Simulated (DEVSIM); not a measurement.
Structure: abrupt Si n-p junction, at 250 K.

```csv
layer (left to right),material,thickness (μm),Nd (cm⁻³),Na (cm⁻³),τn (s),τp (s)
1,Si,0.330,2.7e16,-,3.6e-6,3.6e-6
2,Si,0.280,-,3e15,3.6e-6,3.6e-6
```

Left contact: ohmic. Right contact: ohmic. Voltage is applied to the left contact. Recombination: SRH at mid-gap, radiative, Auger. Mobility is constant in doping.

This is a model device: material constants are rounded textbook-type values typed into the input, and sizes, dopings and lifetimes were drawn at random. Values at 300 K; Nc and Nv go as T^1.5, mobilities as T to minus their exponent, the gap by Varshni's rule with the affinity fixed.

```csv
parameter,Si
gap (eV),1.124
affinity (eV),4.05
permittivity,11.7
Nc (cm⁻³),2.86e19
Nv (cm⁻³),3.1e19
μn (cm²/Vs),1417
μp (cm²/Vs),470
T exponent of μn,2.3
T exponent of μp,2.2
B (cm³/s),4.7e-15
Cn (cm⁶/s),2.8e-31
Cp (cm⁶/s),9.9e-32
Varshni α (eV/K),0.000473
Varshni β (K),636
```

Model (solved in DEVSIM): 1D drift-diffusion, Boltzmann statistics, complete ionisation; no tunnelling, impact ionisation, image-force lowering or self-heating.

Problem. Tabulate band edges, carrier densities and field at zero bias.

Solution. Energies count from the Fermi level of the right contact; mesh points crowd at the junctions.

```tsv
x (μm)	Ec (eV)	Ev (eV)	n (cm⁻³)	p (cm⁻³)	field (V/cm)
0.000	0.144	-0.992	2.7e16	< 1e2	≈ 0
0.01038	0.144	-0.992	2.7e16	< 1e2	≈ 0
0.02645	0.144	-0.992	2.7e16	< 1e2	≈ 0
0.04654	0.144	-0.992	2.7e16	< 1e2	≈ 0
0.08926	0.144	-0.992	2.7e16	< 1e2	≈ 0
0.1381	0.144	-0.992	2.7e16	< 1e2	34
0.1901	0.145	-0.991	2.6e16	< 1e2	330
0.2512	0.154	-0.982	1.7e16	< 1e2	4100
0.2800	0.175	-0.961	6.5e15	< 1e2	11000
0.3029	0.209	-0.927	1.3e15	< 1e2	19000
0.3178	0.242	-0.894	2.9e14	< 1e2	25000
0.3320	0.282	-0.854	4.5e13	140	30000
0.3431	0.315	-0.821	9.6e12	670	30000
0.3600	0.365	-0.771	9.6e11	6700	29000
0.3895	0.448	-0.688	2.0e10	320000	28000
0.4250	0.543	-0.593	2.5e8	2.6e7	26000
0.4689	0.652	-0.484	1600000	4.1e9	24000
0.5142	0.755	-0.381	13000	5.0e11	22000
0.5557	0.842	-0.295	240	2.7e13	20000
0.5796	0.888	-0.249	< 1e2	2.3e14	19000
0.5952	0.916	-0.220	< 1e2	8.7e14	18000
0.6100	0.943	-0.193	< 1e2	3.0e15	18000
```
